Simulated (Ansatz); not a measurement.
The parent structure is SnO2 in the rutile structure (space group P4_2/mnm, No. 136; a = 4.828 Å, c = 3.238 Å). Axes: x, y, z lie along a, b, c of the conventional cell.

The values are results of Kohn–Sham DFT with the PBE functional, run in Ansatz (a quantum-chemistry and plane-wave program) with PAW and 420 eV plane waves, no spin-orbit coupling, not measurements.

For the base:

The valence-band top at Γ comes out as 0.00, -0.74, -0.74 eV.

It is then changed as follows: uniaxial strain ε_zz = −3.00 %, all other strain components held at zero; the atoms relax in the strained cell.

Problem. What happens to the valence-band top at Γ, stress and energy relative to the base?

Solution. The valence-band top at Γ (three highest levels, from the VBM) changes from 0.00, -0.74, -0.74 eV to 0.00, -0.81, -0.81 eV; the stress (xx, yy, zz, yz, xz, xy; compression positive) amounts to (4.15, 4.15, 12.47, 0.00, 0.00, 0.00) GPa; the energy rises by 14 meV/atom.

The levels and masses belong to the bands next to the band gap. Whether these cells are dynamically stable was not tested.
